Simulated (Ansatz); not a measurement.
System: Y2SiO5 (P2₁/c, No. 14, 32 atoms in the cell; start mp-554420). Method: HSE06 (Ansatz, a program for electronic structure, plane waves, PAW).

Settings: plane-wave cutoff 460 eV, 2×4×4 k mesh (along the axes of the cell as run), Fermi–Dirac smearing 0.01 eV, scalar-relativistic PAW data made under PBE.

Cell (relaxed with PBEsol):

Space group P2₁/c (No. 14); a = 9.022 Å, b = 6.834 Å, c = 6.665 Å, α = 90.00°, β = 105.92°, γ = 90.00°

| atom | site | symmetry | x | y | z |
|---|---|---|---|---|---|
| Y | 4e | 1 | 0.8746 | 0.3605 | 0.0585 |
| Y | 4e | 1 | 0.5276 | 0.3749 | 0.2324 |
| Si | 4e | 1 | 0.2006 | 0.4108 | 0.4736 |
| O | 4e | 1 | 0.3865 | 0.6186 | 0.0607 |
| O | 4e | 1 | 0.3863 | 0.1351 | 0.0092 |
| O | 4e | 1 | 0.2086 | 0.9270 | 0.1622 |
| O | 4e | 1 | 0.1045 | 0.2153 | 0.4817 |
| O | 4e | 1 | 0.1240 | 0.5507 | 0.2735 |

Q: Predict the band gap and smallest direct gap on the k points sampled.

A: 
* **band gap**: 6.58 eV (on the SCF k mesh)
* **smallest direct gap on the k points sampled**: 6.75 eV

Note: cell and atoms aren't relaxed at this level (largest force component 0.46 eV/Å, pressure 0.6 GPa).

Spin–orbit coupling is not included.

Static lattice: no zero-point or thermal effects.

It cost about 40 core-minutes (a rough figure) of CPU time.

A start named mp-… is a Materials Project structure, which need not be a measured phase.
